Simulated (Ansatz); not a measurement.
An Ansatz (a program for electronic structure) input (PBEsol, PAW, 420 eV (Ansatz; no spin-orbit coupling)):

Ansatz 0.2 input:
```yaml
crystal:
  lattice:
    - [2.4353291348, 1.4060379315, 5.1777219612]
    - [-2.4353291348, 1.4060379315, 5.1777219612]
    - [0, -2.8120758631, 5.1777219612]
  atoms:
    - { symbol: Zn, position: [0.3524514061, 0.3524514061, 0.3524514061] }
    - { symbol: Zn, position: [0.6475485939, 0.6475485939, 0.6475485939] }
    - { symbol: W, position: [0.1608836757, 0.1608836757, 0.1608836757] }
    - { symbol: W, position: [0.8391163243, 0.8391163243, 0.8391163243] }
    - { symbol: O, position: [0.7588866355, 0.0652900308, 0.431694793] }
    - { symbol: O, position: [0.2411133645, 0.9347099692, 0.568305207] }
    - { symbol: O, position: [0.0652900308, 0.431694793, 0.7588866355] }
    - { symbol: O, position: [0.9347099692, 0.568305207, 0.2411133645] }
    - { symbol: O, position: [0.431694793, 0.7588866355, 0.0652900308] }
    - { symbol: O, position: [0.568305207, 0.2411133645, 0.9347099692] }
basis: { ecutwfc: 420, ecutrho_ratio: 4, xc_grid: 2, fft_grid_basis: typed }
kpoints: { mp_grid: { grid: [12, 12, 12] } }
hamiltonian:
  xc: pbesol
  dispersion: none
  pseudopotentials: { kind: paw }
scf: { occupations: { method: fermi_dirac, width: 0.05 }, convergence: { dr2_threshold: 0.000000001 } }
output: { forces: true, stress: true }
checkpoint: { write: state.ck, write_every: 1000 }
```

Which symmetry and how many k-points will the program report, and about how many plane waves at Γ?

Space group R-3 (ITA 148) with 6 operations, k-points 294 of 1728, and 2075 plane waves at Γ.

No phonon test of stability was made. No Hubbard U is applied, and correlation can decide whether such a compound is a metal. The final runs are not spin-polarised. The cell was made from ZnGeO3 by this change: Ge → W; the result is a hypothetical phase, not in the database extracts checked. No dispersion term is included in the PBEsol runs.
